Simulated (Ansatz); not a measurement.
**By hand: formation energy of O_i in Ag (fcc, Fm-3m)**

Subject: the formation energy of O_i in Ag (fcc, Fm-3m). Reaction: 32 Ag (fcc) + 1/2 O2 (gas) → cell A.

A: a supercell of 32 sites of Ag (fcc, Fm-3m) with O off the lattice sites (6 Ag at 2.26 Å); spin state with PBE: run without spin.

Method: Ansatz (a quantum-chemistry and plane-wave program), PAW, neutral cells at 0 K with nuclei at rest, on structures from PBE. Ansatz runs with its default PAW set. Other levels take these structures. The lattices are those relaxed with PBE, so at other levels the solids can be strained, which adds to the spread. Larger cells are relaxed from a start prepared with the learned potential CHGNet, on a coarser mesh till forces fall under 0.03 eV/Å, which some starts already meet. A dispersion term (D3(BJ), or D4 for r2SCAN) was computed beside these levels and is taken off wherever the name lacks it. Mesh and cell size may move defect energies by 0.1 eV or more. Cell A has symmetry Pm-3m and got no random move, so less symmetric positions, which may lie lower, weren't tried.

Total energies of the cells in eV, at zero smearing width. They compare only within one column; the weights balance every element.

| cell | atoms | weight | PBE | r2SCAN+D4 |
|---|---|---|---|---|
| A: Ag:O_i | 33 | +1 | -243462.18953 | -243898.29160 |
| Ag (fcc) | 32 | −1 | -242897.74674 | -243332.14957 |
| O2 (gas) | 2 | −1/2 | -1129.93688 | -1131.96199 |

PBE: (-243462.18953) − (-242897.74674) − 1/2 × (-1129.93688) = 0.526 eV.

r2SCAN+D4: (-243898.29160) − (-243332.14957) − 1/2 × (-1131.96199) = -0.161 eV.
